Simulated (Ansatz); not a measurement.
Input and output of a self-consistent single point for NiAl (Pm-3m, 2 atoms in the cell) (Ansatz, a first-principles code).

Method: PBE (plane waves, PAW; Ansatz).

The change in words: lattice scaled by 0.98. Reference geometry:
```yaml
crystal:
  lattice:
    - [2.90994, 0.00000, 0.00000]
    - [0.00000, 2.90994, 0.00000]
    - [0.00000, 0.00000, 2.90994]
  atoms:
    - { symbol: Al, position: [0.50000, 0.50000, 0.50000] }
    - { symbol: Ni, position: [0.00000, 0.00000, 0.00000] }
```

Reference input (self-consistent single point, DFT, PBE, plane waves, default PAW files): basis.ecutwfc = 30.9 Ry; kpoints.mp_grid.grid = 8 8 8; hamiltonian.xc = pbe; hamiltonian.pseudopotentials = {kind: paw} (the program's default PAW files); scf.occupations.method = gaussian; scf.occupations.width = 0.0073 Ry. This run's input differs from it in these lines:

```diff
@@ -2,5 +2,5 @@
   lattice:
-    - [2.90994100, 0.00000000, 0.00000000]
-    - [0.00000000, 2.90994100, 0.00000000]
-    - [0.00000000, 0.00000000, 2.90994100]
+    - [2.85174200, 0.00000000, 0.00000000]
+    - [0.00000000, 2.85174200, 0.00000000]
+    - [0.00000000, 0.00000000, 2.85174200]
   atoms:
```

Log, with long lists cut:

```
SCF iter   1: F=—  HF=-6378.504146 eV  |F-HF|=—  |Δ(HF+E_count)|=         —  Δρ=2.84e-3  dr2=1.30e-3  ethr=1.77e-3  ⟨swp⟩=4.6  Hψ=2403  notcnv=0
all-band conjugate gradients solve this SCF's bands
preconditioner: auto → none
SCF iter   2: F=—  HF=-6378.504058 eV  |F-HF|=—  |Δ(HF+E_count)|=   8.84e-5  Δρ=9.63e-4  dr2=1.48e-4  ethr=6.21e-6  ⟨swp⟩=1.9  Hψ=945  notcnv=0
SCF iter   3: F=—  HF=-6378.504063 eV  |F-HF|=—  |Δ(HF+E_count)|=   4.95e-6  Δρ=1.82e-4  dr2=4.06e-6  ethr=7.03e-7  ⟨swp⟩=1.4  Hψ=545  notcnv=0
SCF iter   4: F=—  HF=-6378.504157 eV  |F-HF|=—  |Δ(HF+E_count)|=   9.40e-5  Δρ=2.29e-5  dr2=5.26e-8  ethr=1.94e-8  ⟨swp⟩=2.2  Hψ=746  notcnv=0
iter 5 did not close the SCF: its close was put off for the readings that it lacked (scf_convergence_deferred on its scf_iter line)
SCF iter   5: F=-6378.504157 eV  HF=-6378.504157 eV  |F-HF|=8.31e-9  |Δ(HF+E_count)|=   2.73e-8  Δρ=7.99e-6  dr2=8.38e-9  ethr=2.50e-10  ⟨swp⟩=2.3  Hψ=801  notcnv=0
SCF iter   6: F=-6378.504157 eV  HF=-6378.504157 eV  |F-HF|=3.91e-10  |Δ(HF+E_count)|=   1.08e-9  Δρ=1.72e-6  dr2=4.14e-10  ethr=3.99e-11  ⟨swp⟩=3.3  Hψ=1752  notcnv=0
SCF 1 converged in 6 iterations: F = -6378.504157 eV  dr2 = 4.14e-10
Free energy (F): -6378.504157 eV
Internal energy: -6378.498283 eV  (E = F + TS)
E sigma→0 (E₀):  -6378.501220 eV
Entropy (-TS):   -0.005874 eV (-2.937 meV/atom)
Fermi energy:    14.447133 eV
--- Forces (eV/Å), atoms counted from 1 ---
  atom   1  Al     0.00000000    -0.00000000     0.00000000
  atom   2  Ni    -0.00000000    -0.00000000    -0.00000000
--- Stress (GPa, compression-positive) ---
        7.710179      -0.000000       0.000000
        0.000000       7.710179       0.000000
        0.000000       0.000000       7.710179
  P = ⅓ Tr σ = 7.7102 GPa (77.102 kbar)
  The stress holds the Pulay correction. Without it, at fixed plane waves, as pw.x and ABINIT print it: P = 7.6452 GPa
```

The run converged in 6 iterations. Against the reference run the free energy rises by 10.4 meV/atom and the pressure goes from -2.57 to 7.71 GPa.

The starting cell has typed, rounded lattice constants, without a prior relaxation at this level. Its lattice was rescaled by a random factor within 2.5 % of one. For this run, on top of that: lattice scaled by 0.98. Spin polarisation is off. With a pressure of about 8 GPa the cell is away from its equilibrium volume at this level. Ansatz's pressure includes its estimate of the finite-basis (Pulay) stress.

Keys are those of Ansatz 0.2.
